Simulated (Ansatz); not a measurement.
# ZnSe: response to strain

Take ZnSe in the zinc blende structure (space group F-43m, No. 216) as the base.

Space group F-43m (No. 216); a = b = c = 5.6655 Å, α = β = γ = 90.00°

```tsv
atom	site	symmetry	x	y	z
Se	4c	-43m	0.2500	0.2500	0.2500
Zn	4a	-43m	0.0000	0.0000	0.0000
```
(The calculation used a cell of 2 atoms; values per cell refer to that cell.)

Strains are applied to the cell and any free atomic positions relax.

Level of theory: r2SCAN (Ansatz, a program for electronic structure; PAW; 500 eV plane waves; without spin-orbit coupling).

Notes on the quantities. energy relative to the base: free energy F.

```json
[
 {"isotropic strain (%)": "-1.54", "energy relative to the base (meV/atom)": "10.4"},
 {"isotropic strain (%)": "-0.49", "energy relative to the base (meV/atom)": "1.0"},
 {"isotropic strain (%)": "0", "energy relative to the base (meV/atom)": "0.0"},
 {"isotropic strain (%)": "0.87", "energy relative to the base (meV/atom)": "?"},
 {"isotropic strain (%)": "3.34", "energy relative to the base (meV/atom)": "41.6"}
]
```

Q: Fit ΔE = Aε² + Bε³ (ε in %) to the rows shown and predict the withheld row.

A: Least squares on the printed values gives A = 4.18 and B = -0.13 meV/atom (largest residual 0.0 meV/atom); this predicts 3.1 meV/atom, and the run gives 3.1 meV/atom, in agreement.

Whether these cells are dynamically stable was not tested.
